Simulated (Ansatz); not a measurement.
**Zr, response to strain**

Consider Zr in the hcp (Mg type) structure (space group P6_3/mmc, No. 194; a = 3.2308 Å, c = 5.1793 Å; relaxed with 0.1 eV smearing). Axes: x lies along a and z along c of the hexagonal cell.

Strains are applied to the cell and any free atomic positions relax; under biaxial strain the out-of-plane vector relaxes too.

Computed with PBE (Ansatz, a program for electronic structure; PAW; 420 eV plane waves; spin-orbit coupling left out), earlier PAW set.

Notes on the quantities. pressure: mean of the normal stresses, compression positive.

| case | shortest interatomic distance | pressure |
|---|---|---|
| base | 3.191 Å | 0.0 GPa |
| biaxial strain −3.31 %, plane normal [001], relaxed out of plane | 3.124 Å | 3.2 GPa |
| biaxial strain +0.29 %, plane normal [001], relaxed out of plane | 3.190 Å | -0.3 GPa |
| isotropic strain −0.35 % | 3.180 Å | 1.0 GPa |

Stability against distortions was not tested. The final runs are not spin-polarised.
